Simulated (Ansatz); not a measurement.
## CsGeBr3 (within 0.1 Å of R3m, No. 160, 5 atoms in the cell; start mp-642739)

Level of theory: PBEsol (plane waves, PAW; Ansatz, an electronic-structure program).

Settings: plane-wave cutoff 520 eV, 6×6×6 k mesh, Fermi–Dirac smearing 0.01 eV, scalar-relativistic PAW data made under PBE.

Cell (relaxed at this level):

```cif
data_Br9Cs3Ge3
_chemical_formula_sum 'Cs3 Ge3 Br9'
_space_group_name_H-M_alt 'R3m :H'
_space_group_IT_number 160
_space_group_name_Hall 'R 3 -2"'
_cell_length_a 7.76658
_cell_length_b 7.76658
_cell_length_c 9.66781
_cell_angle_alpha 90.000
_cell_angle_beta 90.000
_cell_angle_gamma 120.000
loop_
_atom_site_label
_atom_site_type_symbol
_atom_site_symmetry_multiplicity
_atom_site_Wyckoff_symbol
_atom_site_fract_x
_atom_site_fract_y
_atom_site_fract_z
_atom_site_occupancy
Cs1 Cs 3 a 0.00000 0.00000 0.89694 1
Ge1 Ge 3 a 0.00000 0.00000 0.37900 1
Br1 Br 9 b 0.16306 0.32612 0.23663 1
```
(The calculation used a cell of 5 atoms; values per cell refer to that cell.)

```
Quantity                              Result
---------------  ---------------------------
band gap         0.62 eV (on the SCF k mesh)
Γ–Γ gap                              5.26 eV
bulk modulus B0                     14.7 GPa
```

Note: the bulk modulus is −V dP/dV from two relaxed cells at ±2 % in volume.

Spin–orbit coupling is not included.

Static lattice: no zero-point or thermal effects.

Cost on a shared machine: about 2.8 core-minutes (a rough figure).

A start named mp-… is a Materials Project structure, which need not be a measured phase.
